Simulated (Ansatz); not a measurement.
System: CsCl-type ScCu. Method: LDA (Ansatz, an electronic-structure program, PAW).

Numerical settings: plane-wave cutoff 500 eV, 18×18×18 k mesh, Fermi–Dirac smearing 0.1 eV, no spin polarisation, scalar-relativistic PAW data made under PBE.

Computed at the level's own relaxed cell.

Question: Give the computed equilibrium volume per atom and lattice constant a.

Answer: 
equilibrium volume per atom: 15.88 Å³/atom
lattice constant a: 3.167 Å

The run finds no gap.

Note: the volume lies 8 % below that of the published cell.

Computed values are for the static lattice.

Computing time: around 60 core-seconds (rough).
